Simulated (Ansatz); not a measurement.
The reference is CdS in the zinc blende structure (space group F-43m, No. 216).

```xyz
2
Lattice="0.0000 2.9388 2.9388 2.9388 0.0000 2.9388 2.9388 2.9388 0.0000" Properties=species:S:1:pos:R:3 pbc="T T T"
Cd     0.0000     0.0000     0.0000
S      1.4694     1.4694     1.4694
```

Cartesian axes are those of the cell as printed.

Computed with Ansatz (a first-principles code) r2SCAN, spin-orbit coupling left out.

The change: every lattice vector is shortened by 3.00 %; the atoms relax in the strained cell.

Problem. Predict the stress tensor and what it implies for the stiffness.

Solution. Stress of the strained cell less that of the base (GPa, compression positive):
```
   6.78    0.00    0.00
   0.00    6.78    0.00
   0.00    0.00    6.78
```

Then B = −ΔP/(ΔV/V₀) with ΔV/V₀ = -0.0873 gives secant stiffness values (nonlinear terms included at this strain): B ≈ 78 GPa.

As a check, the harmonic strain energy −½ V₀ Δσ:ε is 48 meV/atom; the computed energy rise is 43 meV/atom.

Stability against distortions was not tested.
